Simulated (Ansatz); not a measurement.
Input:

```yaml
crystal:
  lattice:
    - [0.00000, 2.71567, 2.71567]
    - [2.71567, 0.00000, 2.71567]
    - [2.71567, 2.71567, 0.00000]
  atoms:
    - { symbol: Zn, position: [0.00000, 0.00000, 0.00000] }
    - { symbol: S, position: [0.25000, 0.25000, 0.25000] }
```

Calculation: r2SCAN with spin-orbit coupling, rigid bands (plane waves, PAW; Ansatz, a program for electronic structure). Condition of this run: hydrostatic pressure of -3 GPa (compression positive) (the target of the relaxation). How the cell was made: cell and atoms relaxed with PBEsol, then loaded as said.

Problem. What conductivity effective mass do dilute holes have at 300 K?

Solution. 0.89 mₑ.

Problem. What conductivity effective mass do dilute electrons have at 300 K?

Solution. 0.20 mₑ.

Problem. And the band gap?

Solution. 2.58 eV at this level; semilocal functionals usually fall short of the measured gap.

Rigid bands, one relaxation time for all states, no polarons. Geometry: cell and atoms relaxed with PBEsol.
